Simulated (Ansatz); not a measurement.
Start from SiC in the wurtzite structure (space group P6_3mc, No. 186; a = 3.0753 Å, c = 5.0482 Å). Axes: x lies along a and z along c of the hexagonal cell.

Computed with DFT with r2SCAN, PAW potentials and a 500 eV plane-wave cutoff in Ansatz (a first-principles code), no spin-orbit coupling.

One thing is altered: the cell is stretched by 2.73 % along z with no lateral relaxation; the atoms relax in the strained cell.

**Question.** Predict the stress tensor and what it implies for the stiffness.

**Answer.** Stress of the strained cell less that of the base (GPa, compression positive):
```
  -1.10    0.00    0.00
   0.00   -1.10    0.00
   0.00    0.00  -14.70
```

Then −Δσ_ii/ε with ε = 0.0273 gives secant stiffness values (nonlinear terms included at this strain): C33 ≈ 538 GPa, C13 ≈ 40 GPa and C23 ≈ 40 GPa.

As a check, the harmonic strain energy −½ V₀ Δσ:ε is 13 meV/atom; the computed energy rise is 13 meV/atom.

Whether these cells are dynamically stable was not tested.
